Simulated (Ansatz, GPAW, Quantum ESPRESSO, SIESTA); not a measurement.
**Cu2Te (P6/mmm, 6 atoms in the cell) computed with different codes at matched settings**

Self-consistent single point.

```xyz
6
Lattice="4.3724 0.0000 0.0000 -2.1862 3.7866 0.0000 0.0000 0.0000 8.6590" Properties=species:S:1:pos:R:3 pbc="T T T"
Cu     2.1862     1.2622     1.3157
Cu     0.0000     2.5244     7.3433
Cu     0.0000     2.5244     1.3157
Cu     2.1862     1.2622     7.3433
Te     0.0000     0.0000     2.3049
Te     0.0000     0.0000     6.3541
```

Shared settings, as Ansatz (an electronic-structure program) writes them: kpoints.mp_grid.grid = 6 6 3; scf.occupations.method = gaussian; scf.occupations.width = 0.136 eV. Potentials and cutoffs stand in the table.

| code | model | pressure (GPa) | largest force (eV/Å) | cutoff |
|---|---|---|---|---|
| GPAW | PBEsol, GPAW PAW datasets PBEsol (made by gpaw-setup) | -5.51 | 0.558 | 800 eV |
| SIESTA | GGA PBEsol, numerical atomic orbitals DZP, PseudoDojo PBEsol standard norm-conserving potentials (rewritten from UPF to PSML) | -5.65 | 0.335 | grid 400 Ry |
| Ansatz | PBEsol, PAW files made with PBE | -5.61 | 0.565 | default |
| Quantum ESPRESSO | PBEsol, PSlibrary PAW (PBE) pseudopotentials | -5.88 | 0.534 | 50 Ry |

Size of the force on each atom (eV/Å): Sizes of forces hide their directions.

| code | Cu1 | Cu2 | Cu3 | Cu4 | Te5 | Te6 |
|---|---|---|---|---|---|---|
| GPAW | 0.047 | 0.047 | 0.047 | 0.047 | 0.558 | 0.558 |
| SIESTA | 0.183 | 0.183 | 0.183 | 0.183 | 0.335 | 0.335 |
| Ansatz | 0.021 | 0.021 | 0.021 | 0.021 | 0.565 | 0.565 |
| Quantum ESPRESSO | 0.007 | 0.007 | 0.007 | 0.007 | 0.534 | 0.534 |

No clean gap comes from GPAW, SIESTA, Ansatz and Quantum ESPRESSO: levels at the Fermi energy touch, overlap or are partly filled at this smearing.

On Ansatz's run: spin-orbit coupling is off. Spin polarisation is off.

The spread over the programs that give each value: pressure within 0.37 GPa; largest force within 0.230 eV/Å.

SIESTA uses small atom-centred bases, whose incompleteness enters pressures, forces and empty levels differently from a plane-wave cutoff. Ansatz's pressure is given at a fixed set of plane waves, as the other plane-wave codes print theirs; with its correction for the finite basis it is -5.54 GPa. In the force vectors, SIESTA (by 0.223) lies more than 0.08 eV/Å from the median of the plane-wave programs.

On the base mesh (7 7 3) the same programs gave: Ansatz pressure -5.63 GPa; Quantum ESPRESSO pressure -5.90 GPa; GPAW pressure -5.54 GPa; SIESTA pressure -5.60 GPa.

The starting cell comes from a database of computed structures (which also holds hypothetical and non-ambient phases and stackings), without a prior relaxation at this level. Its lattice was rescaled by a random factor within 2.5 % of one.

Left out of this page: CP2K (on another mesh); FLEUR (not drawn, or without a comparable value).

Keys are those of Ansatz 0.2.
